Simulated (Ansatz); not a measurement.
Start from SiO2 (space group P4_12_12, No. 92).

```
CELL_PARAMETERS angstrom
      4.97967     0.00000     0.00000
      0.00000     4.97967     0.00000
      0.00000     0.00000     6.91664
ATOMIC_POSITIONS crystal
  Si 0.30245 0.30245 0.00000
  Si 0.80245 0.19755 0.75000
  Si 0.19755 0.80245 0.25000
  Si 0.69755 0.69755 0.50000
  O  0.23816 0.10928 0.18144
  O  0.73816 0.39072 0.56856
  O  0.26184 0.60928 0.06856
  O  0.76184 0.89072 0.68144
  O  0.89072 0.76184 0.31856
  O  0.39072 0.73816 0.43144
  O  0.60928 0.26184 0.93144
  O  0.10928 0.23816 0.81856
```

Calculations: Ansatz (an electronic-structure program), r2SCAN, PAW, cutoff 500 eV, no SOC, earlier PAW set.

For the base:

```
Property                                       Value
-----------------------------  ---------------------
Width of the top valence band                0.61 eV
Valence-band top at Γ          0.00, -0.31, -0.31 eV
```

Modification: Te takes the place of O on all its sites; the structure is relaxed again.

Predict the new width of the top valence band.

The width of the top valence band rises by 0.10 eV, from 0.61 eV to 0.71 eV.

What happens to the valence-band top at Γ?

The valence-band top at Γ (three highest levels, from the VBM) goes from 0.00, -0.31, -0.31 eV to 0.00, -0.19, -0.19 eV.

With Te present, leaving out spin-orbit coupling can change the band edges. The levels and masses belong to the bands next to the band gap. Stability against distortions was not tested. As relaxed here, SiTe2 is a hypothetical phase, not in the database extracts checked.
